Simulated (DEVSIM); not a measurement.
Structure: Al/SiO2/n-Si capacitor, at 250 K.

```
layer (left to right)  material  thickness (nm)  Nd (cm⁻³)
---------------------  --------  --------------  ---------
1                          SiO2            2.50          -
2                            Si            9900     3.4e15
```

Metal gate on the left, work function 4.1 eV. Fixed charge at the semiconductor interface 1.5e11 cm⁻² (in units of +e); no interface traps.

Constants are typed, rounded textbook-type inputs, not results; the design itself was drawn at random and stands for no fabricated device. Values at 300 K; Nc and Nv go as T^1.5, mobilities as T to minus their exponent, the gap by Varshni's rule with the affinity fixed.

| parameter | SiO2 | Si |
|---|---|---|
| gap (eV) | 9 | 1.124 |
| affinity (eV) | 0.9 | 4.05 |
| permittivity | 3.9 | 11.7 |
| Nc (cm⁻³) | - | 2.86e19 |
| Nv (cm⁻³) | - | 3.1e19 |
| Varshni α (eV/K) | - | 0.000473 |
| Varshni β (K) | - | 636 |

Model (solved in DEVSIM): 1D Poisson equation in equilibrium, Boltzmann statistics, complete ionisation; no quantum confinement or tunnelling. Metal contacts follow the ideal Schottky-Mott rule: no Fermi-level pinning, no interface dipoles.

Tabulate band edges, carrier densities and field at -0.7 V on the gate.

Energies count from the Fermi level of the right contact; mesh points crowd at the junctions.

```csv
x (μm),Ec (eV),Ev (eV),n (cm⁻³),p (cm⁻³),field (V/cm)
0.000,3.900,-5.100,< 1e2,< 1e2,-140000
0.0009754,3.886,-5.114,< 1e2,< 1e2,-140000
0.001951,3.873,-5.127,< 1e2,< 1e2,-140000
0.003024,0.714,-0.422,87000,7.4e10,-23000
0.006323,0.707,-0.429,120000,5.2e10,-23000
0.01258,0.692,-0.444,240000,2.7e10,-23000
0.02669,0.661,-0.475,1000000,6.3e9,-22000
0.07634,0.560,-0.577,1.1e8,5.6e7,-19000
0.1764,0.394,-0.742,2.5e11,26000,-14000
0.3961,0.213,-0.923,1.1e15,< 1e2,-3200
0.8918,0.189,-0.947,3.4e15,< 1e2,≈ 0
2.636,0.189,-0.947,3.4e15,< 1e2,≈ 0
5.724,0.189,-0.947,3.4e15,< 1e2,≈ 0
8.051,0.189,-0.947,3.4e15,< 1e2,≈ 0
9.298,0.189,-0.947,3.4e15,< 1e2,≈ 0
9.635,0.189,-0.947,3.4e15,< 1e2,≈ 0
9.785,0.189,-0.947,3.4e15,< 1e2,≈ 0
9.851,0.189,-0.947,3.4e15,< 1e2,≈ 0
9.886,0.189,-0.947,3.4e15,< 1e2,≈ 0
9.896,0.189,-0.947,3.4e15,< 1e2,≈ 0
9.900,0.189,-0.947,3.4e15,< 1e2,≈ 0
9.902,0.189,-0.947,3.4e15,< 1e2,≈ 0
```
